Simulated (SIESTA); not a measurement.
**A short convergence ladder for Mg (P-3m1, 2 atoms in the cell)**

```
CELL_PARAMETERS angstrom
      1.60018    -2.77160     0.00000
      1.60018     2.77160     0.00000
      0.00000     0.00000     5.19437
ATOMIC_POSITIONS crystal
  Mg 0.33333 0.66667 0.25963
  Mg 0.66667 0.33333 0.75000
```

Base method: LDA PW92, numerical atomic orbitals DZP, PseudoDojo LDA standard norm-conserving potentials (rewritten from UPF to PSML) (SIESTA).

Base settings: XC.functional = LDA; XC.authors = PW92; potentials = PseudoDojo LDA standard; PAO.BasisSize = DZP; PAO.EnergyShift = 0.005 Ry; MeshCutoff = 400 Ry; kgrid.MonkhorstPack = 4 4 3; OccupationFunction = FD; ElectronicTemperature = 1160.45 K; MaxSCFIterations = 150.

**The setting basis size**

Level: DFT, LDA PW92, numerical atomic orbitals TZDP, PseudoDojo LDA standard norm-conserving potentials (rewritten from UPF to PSML).

Moved along: PAO.BasisSize.

The second cell is the first with its lattice scaled by 0.98.

The mesh stays at the base's, so the ladder's end is converged at best in this setting alone.

The sets are ordered by size and need not be nested.

Only quantities that move along the ladder and can be compared are tabulated.

```csv
basis (functions),energy of the compressed cell less the first (meV/atom),pressure (GPa),largest difference of a force vector from the last step's (eV/Å)
SZ (10),163.95,17.44,0.084
DZ (12),68.73,5.96,0.403
SZP (16),18.65,0.95,0.018
DZP (18),16.47,0.57,0.019
TZP (20),5.60,-0.52,0.001
TZDP (26),7.04,-0.31,0.000
```

Coarsest basis (functions) that holds the energy of the compressed cell less the first within 2 meV/atom: not settled: the last two steps still differ by 1.4 meV/atom, over half the tolerance, so the ladder does not show it.

Coarsest basis (functions) that holds the pressure within 1 GPa of the last step, with all finer ones: DZP (18); the step before is off by 1.3 GPa.

Coarsest basis (functions) that holds the forces within 0.01 eV/Å of the last step, with all finer ones: TZP (20); the step before is off by 0.019 eV/Å.

On the base run: the starting cell has typed, rounded lattice constants, without a prior relaxation at this level. Its lattice was rescaled by up to half a per cent. One atom was moved a little off its site on purpose. Values carry the incompleteness of an atom-centred basis. Without a gap this mesh is coarse (it stands for a supercell whose shortest vector is 13 Å).
